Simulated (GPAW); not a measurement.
# Pressure against volume in wurtzite GaN (space group 186) (GPAW, LDA)

```
GaN
1.0
    3.06593     0.00000     0.00000
   -1.53296     2.65517     0.00000
    0.00000     0.00000     4.98815
Ga N
2 2
Direct
  0.33333   0.66667   0.00000
  0.66667   0.33333   0.50000
  0.33333   0.66667   0.37700
  0.66667   0.33333   0.87700
```

Method: LDA (Perdew-Wang 92), GPAW PAW datasets LDA (gpaw-data 1.0.1) (plane waves; GPAW). Settings: mode = pw; ecut = 1040 eV; xc = LDA; kpts = 12 12 7; mesh shift (steps) = 0 0 0; occupations.name = fermi-dirac; occupations.width = 0.01 eV; nbands = -4; convergence.density = 1e-05 e/electron; convergence.energy = 1e-05 eV/electron; convergence.bands = -2; symmetry.symmorphic = false; symmetry.tolerance = 0.0005; maxiter = 100. The cell above is the first row's. The rows scale it uniformly. In all rows fractional positions and the k mesh are held.

```
V (Å^3/atom)  P (GPa)
------------  -------
10.152          35.99
10.372          28.39
10.593          21.58
10.814          15.46
11.034           9.98
11.255           5.07
11.476           0.66
11.696          -3.30
11.917              ?
```

Fit P against V with a cubic, and predict the withheld value at V = 11.917.

With u = V - 10.9, the rows have u = -0.7480, -0.5280, -0.3070, -0.0860, 0.1340, 0.3550, 0.5760, 0.7960. Least squares gives P = 13.242 - 25.1085·u + 6.2823·u² - 1.0648·u³. Residuals (row less fit): 0.006, -0.017, 0.007, 0.012, -0.008, -0.003, 0.000, 0.001; standard error 0.012 (degrees of freedom: 4). The fitted pressure is zero at V0 = 11.51, where dP/dV = -18.62, so B0 = -V0·dP/dV = 214 GPa. At the withheld row, u = 1.0170, so P = 13.242 - 25.1085 × 1.0170 + 6.2823 × 1.0170² - 1.0648 × 1.0170³ = -6.916 GPa. The calculation gives -6.85 GPa, 0.066 GPa above the prediction (0.2 % of the range of P in the table). The row lies outside the fitted rows, so this is an extrapolation. From the scatter of the fitted rows alone, a prediction at this place has a standard error of 0.032 GPa, so the miss is 2.0 times that.

Carrying the step between the two nearest rows on in a straight line would have given -7.28, off by 0.43; series whose last step already gives the withheld value aren't shown. The scan was laid around a cell of about the measured size, scaled by a guess for this functional; axis ratios and inner coordinates come from that cell. The runs keep the symmetry of the cell, so they don't test it for distortions. The shape of the cell and the inner coordinates aren't relaxed, so V0 and B0 belong to this uniform scaling; a relaxed crystal lies no higher in energy and is usually softer (forces reach 0.04 eV/Å in these rows). Cutoffs and mesh are single choices, not tested for convergence of this quantity. Series with a scatter that would blur these digits, or in which a gap closes, are not shown.
